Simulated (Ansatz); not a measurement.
Start from SnSe in the GeS type structure (space group Pnma, No. 62; a = 11.534 Å, b = 4.121 Å, c = 4.578 Å; layered, stacked along the Cartesian x axis). Axes: x, y, z lie along a, b, c of the conventional cell.

Calculations: Kohn–Sham DFT with the r2SCAN+rVV10 functional, run in Ansatz (a first-principles code) with PAW and 500 eV plane waves, no spin-orbit coupling, earlier PAW set.

Strains are applied to the cell and any free atomic positions relax; under biaxial strain the out-of-plane vector relaxes too.

One change was made to it. Results:

```tsv
quantity	base	after
band gap	0.89 eV	zero
pressure (mean of the normal stresses, compression positive)	0.0 GPa	8.9 GPa
```

Question: Which change produced these results?
A) biaxial strain +1.05 %, plane normal [001], relaxed out of plane
B) isotropic strain −5.52 %
C) isotropic strain −0.92 %
D) biaxial strain −0.25 %, plane normal [001], relaxed out of plane
E) biaxial strain +4.24 %, plane normal [001], relaxed out of plane

Answer: B, isotropic strain −5.52 %. For comparison, the band gap in the other runs: biaxial strain +1.05 %, plane normal [001], relaxed out of plane gives 0.94 eV; biaxial strain +4.24 %, plane normal [001], relaxed out of plane gives 0.88 eV; isotropic strain −0.92 % gives 0.74 eV; biaxial strain −0.25 %, plane normal [001], relaxed out of plane gives 0.87 eV.

The mesh was chosen for an insulator and is coarse for the gapless case. Stability against distortions was not tested. The final runs are not spin-polarised. A zero or small gap of SnSe under isotropic strain −5.52 % can be the functional's error rather than a property of the material.
